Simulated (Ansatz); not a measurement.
# RbH, alloy series

Take RbH in the rock salt structure (space group Fm-3m, No. 225) as the base.

```xyz
2
Lattice="0.0000 2.9628 2.9628 2.9628 0.0000 2.9628 2.9628 2.9628 0.0000" Properties=species:S:1:pos:R:3 pbc="T T T"
Rb     2.9628     2.9628     2.9628
H      0.0000     0.0000     0.0000
```

The other end (x = 1) is LiH in the rock salt structure (space group Fm-3m, No. 225): 7.88 Å³/atom, gap 2.73 eV.

Li replaces a fraction x of Rb; each row is one arrangement (x, atoms in the cell, starting space group or random), fully relaxed.

Calculations: PBEsol (Ansatz, an electronic-structure program, PAW, no SOC).

Candidates:
(a) x(Li) = 0.333, 6 atoms, Immm
(b) x(Li) = 0.25, 8 atoms, P4/mmm
(c) x(Li) = 0.25, 8 atoms, Cmmm
(d) x(Li) = 0.667, 6 atoms, P-3m1

Notes on the quantities. deviation of the volume from the linear: Vegard-type) interpolation.

Problem. Order them by deviation of the volume from the linear, highest first.

Solution. (b) x(Li) = 0.25, 8 atoms, P4/mmm (+4.2 %), (c) x(Li) = 0.25, 8 atoms, Cmmm (+3.7 %), (a) x(Li) = 0.333, 6 atoms, Immm (-1.4 %), (d) x(Li) = 0.667, 6 atoms, P-3m1 (-6.8 %)

Each cell is one ordered arrangement of few atoms, which overstates ordering effects compared with a random alloy. Stability against distortions was not tested.
